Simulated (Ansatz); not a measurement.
For As (model structure, from the lonsdaleite type, P6₃/mmc, No. 194), LDA (plane waves, PAW; Ansatz, a program for electronic structure) gives:

```
Quantity                               Value
------------------------------  ------------
equilibrium lattice constant a       4.513 Å
c axis length                        5.598 Å
bulk modulus B0                     47.3 GPa
cohesive energy                 3.78 eV/atom
```

Question: What does r²SCAN (plane waves, PAW; Ansatz) give for the same quantities?

Answer: 
- lattice constant a: 4.586 Å (rises by 1.6 %)
- lattice parameter c: 5.755 Å (grows by 2.8 %)
- bulk modulus: 43.8 GPa (shrinks by 7.4 %)
- cohesive energy: 2.65 eV/atom (decreases by 1.13 eV/atom)

Changes are worked out from the printed values.

Unless a cell is named, each level is at its own relaxed cell (LDA 24.69, r²SCAN 26.21 Å³/atom).

Caveats: the bulk modulus is −V dP/dV from two relaxed cells at ±2 % in volume (LDA, r²SCAN). Ansatz's density-functional and Hartree–Fock values are scalar-relativistic unless marked +SOC, with PAW data made under PBE.

A model structure was made by putting elements into a prototype or built by hand; it is no filed structure, need not be a known phase, and can be a saddle point held by its symmetry.
